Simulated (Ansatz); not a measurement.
Consider WSe2 (space group Fm-3m, No. 225; a = 6.168 Å; ferromagnetic; a hypothetical phase, not in the database extracts checked).

Modification: cell and atoms relaxed at a pressure of 7 GPa.

Levels (all Ansatz, a quantum-chemistry and plane-wave program, PAW, earlier PAW set): PBEsol (420 eV, without spin-orbit coupling); r2SCAN (500 eV, scalar-relativistic without spin-orbit coupling).

The geometry is relaxed with PBEsol.

```
Quantity                           Result
--------------------------  -------------
PBEsol largest site moment        0.84 μB
PBEsol magnetic state       ferromagnetic
PBEsol pressure                   7.0 GPa
```

Task: How does going to r2SCAN change the largest site moment, magnetic state and pressure?

Result: The largest site moment grows by 0.40 μB, from 0.84 μB to 1.24 μB; the magnetic state is still ferromagnetic; the pressure rises by 7.9 GPa, from 7.0 GPa to 14.9 GPa.

The magnetic state is the one reached from the starting moments; the real material's order can differ, and small cells can't hold many antiferromagnetic ones. Single points use the geometry relaxed with PBEsol. Their cutoffs differ, which shifts pressures a little. Load acts through the strain it causes; cell and atoms are relaxed under it. Whether these cells are dynamically stable was not tested. Competing high-pressure phases were not computed.
